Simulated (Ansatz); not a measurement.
How the enthalpy of formation of CdSe (model structure, started from the tenorite type, C2/c, No. 15, 4 atoms in the cell) moves with the method

No measured value is used here.

```csv
level (code),value (eV/atom)
PBE (Ansatz),-0.490
PBEsol (Ansatz),(withheld)
PBE-D3(BJ) (Ansatz),-0.505
```

**Question.** Complete the blanks.

**Answer.** 
- PBEsol (Ansatz, an electronic-structure program), value (eV/atom): -0.480

Each level is taken at its own relaxed cell. Ansatz's density-functional and Hartree–Fock values are scalar-relativistic unless marked +SOC, with PAW data made under PBE.

A model structure was made by putting elements into a prototype or built by hand; it is no filed structure, need not be a known phase, and can be a saddle point held by its symmetry.
